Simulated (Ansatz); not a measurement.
## ZnS: stress against strain

ZnS (wurtzite, P6_3mc, 20.185 Å³/atom at rest, c along z) under a strain ε along c (axis z), the other axes held. PBE in Ansatz, a plane-wave DFT program (PAW, default set), 420 eV, 10×10×5 Γ-centred mesh, Fermi-Dirac smearing 0.05 eV; ions are relaxed within the symmetry of each cell. Stress is positive for a compressed cell.

Here s stands for strain and y for stress zz.

```
strain (%)  stress zz (GPa)
----------  ---------------
-3.00                     ?
-1.20                  1.67
-0.60                  0.83
0.00                   0.00
0.60                  -0.80
1.20                  -1.58
```

Q: Using a straight line, estimate the missing y at s = -3.00 from the other rows, showing the fit.

A: Means: s 0, y 0.024. About the means, the sum of products is -4.8780 and the sum of squares of s is 3.6000; the slope is their ratio. Least squares gives y = 0.024 - 1.3550·s. Residuals (row less fit): 0.020, -0.007, -0.024, -0.011, 0.022; standard error 0.023 (degrees of freedom: 3). The slope gives the elastic constant C33 = 136 ± 1.2 GPa. At the withheld row, y = 0.024 - 1.3550 × (-3.0) = 4.089 GPa. The calculation gives 4.28 GPa, 0.191 GPa above the prediction (3.3 % of the range of y in the table). The row lies outside the fitted rows, so this is an extrapolation. From the scatter of the fitted rows alone, a prediction at this place has a standard error of 0.045 GPa, so the miss is 4.2 times that.

One order more, fitted to all 11 runs of the series, follows each within 0.02, so the miss is the next term of a smooth law. ZnS is here the high-temperature form. Rows are the converged runs of the series near zero and its far end; series whose fitted rows scatter by over a few per cent of the range, as at a crossing or softening among them, aren't shown in this form. Most that stay on the fit to the last digits aren't either.
